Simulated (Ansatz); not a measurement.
Take Si in the diamond structure (space group Fd-3m, No. 227; a = 5.434 Å) as the base. Axes: x, y, z lie along the cube axes.

All numbers come from Ansatz (an electronic-structure program) PBEsol, no spin-orbit coupling.

Now apply this change: tensor shear ε_xy = +0.86 % (engineering shear γ = 0.0172), atoms relaxed at fixed cell.

Predict the stress tensor and what it implies for the stiffness.

Stress of the strained cell less that of the base (GPa, compression positive):
```
   0.01   -1.26    0.00
  -1.26    0.01    0.00
   0.00    0.00   -0.01
```

Then −Δσ/γ with γ = 2ε = 0.0172 gives relaxed-ion elastic constants: C66 ≈ 73 GPa.

Stability against distortions was not tested.
